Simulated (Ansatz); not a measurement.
# What uniaxial strain ε_zz = +3.00 % does to CdSe

Consider CdSe in the zinc blende structure (space group F-43m, No. 216; a = 6.082 Å). Axes: x, y, z lie along the cube axes.

Modification: the cell is stretched by 3.00 % along z with no lateral relaxation, atoms relaxed at fixed cell.

Calculations: PBEsol, PAW, 420 eV (Ansatz, a program for electronic structure; no SOC). Settings: 9×9×9 k-points, 0.05 eV Fermi–Dirac smearing.

The volume per atom increases by 0.84 Å³ to 28.96 Å³ and the space group goes from F-43m (No. 216) to I-4m2 (No. 119). The energy goes up by 4.9 meV/atom and the pressure (mean of the normal stresses, compression positive) goes from zero to -1.45 GPa. The band gap shrinks by 0.09 eV (0.48 eV → 0.39 eV) and the gap character is still direct at Γ. The electron mass becomes 0.049 mₑ along z, 0.042 mₑ across (at Γ) (base: 0.049 mₑ (at Γ)) and the valence-band top at Γ (three highest levels, from the VBM) changes from 0.00, 0.00, 0.00 eV to 0.00, 0.00, -0.10 eV. The stress (xx, yy, zz, yz, xz, xy; compression positive) amounts to (-1.25, -1.25, -1.85, 0.00, 0.00, 0.00) GPa.

Cost of the whole job for the changed cell (relaxation, final SCF and bands): around 40 core-seconds (rough).

Masses are band curvatures over ±0.01 Å⁻¹ around the edge. Whether these cells are dynamically stable was not tested. k-point labels follow each cell's own Brillouin zone.
